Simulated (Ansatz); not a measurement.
Start from NiGe (space group Pnma, No. 62; a = 5.407 Å, b = 3.473 Å, c = 5.847 Å; non-magnetic). Axes: x, y, z lie along a, b, c of the conventional cell.

Method: PBE (Ansatz, a quantum-chemistry and plane-wave program; PAW; 420 eV plane waves; without spin-orbit coupling).

Before the change:

The band gap is zero and the pressure is 0.0 GPa. The shortest interatomic distance is 4.448 bohr.

The change: biaxial strain −0.61 %, plane normal [001], relaxed out of plane (Cartesian); in-plane vectors clamped, the third vector and the atoms free.

Q: What happens to the band gap?

A: The band gap is still zero.

Q: Estimate the effect on the pressure.

A: The pressure (mean of the normal stresses, compression positive) goes from zero to 0.9 GPa.

Q: Estimate the effect on the shortest interatomic distance.

A: The shortest interatomic distance drops by 0.007 bohr (4.448 bohr → 4.441 bohr).

Whether these cells are dynamically stable was not tested. Starting moments died away, wholly or in part, for the base; another magnetic solution may exist. The final runs are not spin-polarised.
